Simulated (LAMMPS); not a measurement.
LAMMPS 22 Jul 2025, classical MD, Buckingham with full ionic charges: MgO, 110592 atoms.

```json
{
  "task": "MD, nve",
  "potential": "Buckingham with full ionic charges",
  "copies_of_the_repeat_unit": "24×24×24",
  "shape (slab and sphere leave vacuum in the box)": "bulk",
  "temperature": "1200 K",
  "steps": "150",
  "timestep": "1 fs",
  "neighbor_skin": "2 Å",
  "neigh_modify": "every 1 delay 0 check yes",
  "thermo": "100",
  "kspace_style": "pppm",
  "newton": "on (default)",
  "atom_modify sort (bins of 2 Å where set)": "1000 (default)",
  "comm_style": "brick (default)",
  "box": "101.1 × 101.1 × 101.1 Å",
  "start": "generated rock salt lattice, warmed in an untimed run",
  "compared_values": "energy and forces of the first step, drift over the run"
}
```

Machine: one whole node, Arm Neoverse V2, 96 cores on 1 socket, no SMT, 1 L3 cache group.

Times are wall-clock medians of two to five runs, from launch to exit, with nothing else on the machine. Unless noted, each process is bound to its own block of adjacent cores. The times hold for this build (PyPI wheel: MPICH, OPENMP and OPT packages). Scratch files lie in a memory file system. A preparatory run goes ahead and isn't timed.

All on 64 ranks. Base settings, kept where nothing else is said: kspace_accuracy = 0.0001, cutoff = 10 Å, kmod = order 5 diff ik (default). The candidates, on 64 cores each, agree within 1.0 meV/atom in energy, 10 meV/Å in forces on 48 atoms, 0.20 meV an atom in drift of the total energy:
A. kmod = order 7
B. the base settings
C. cutoff = 12 Å
D. kspace_accuracy = 1e-05

### Question
Which would you take for the shortest time to solution?

### Answer
A and B, at 2.1 s to 2.2 s, level within 8 % or the scatter of repeats. At the other end D takes 1.7× as long.

```tsv
candidate	wall time	repeats	neighbour list builds
A	2.1 s	2 runs within 1 %	0
B	2.2 s	2 runs within 1 %	0
C	3.0 s	2 runs within 1 %	0
D	3.7 s	2 runs within 1 %	0
```

From the slowest to the fastest: The k-space grid goes from 144×144×144 to 72×72×72 and Kspace from 2 to 0.45 s. What the program resolved moves too: k-space grid from 144 144 144 to 72 72 72.
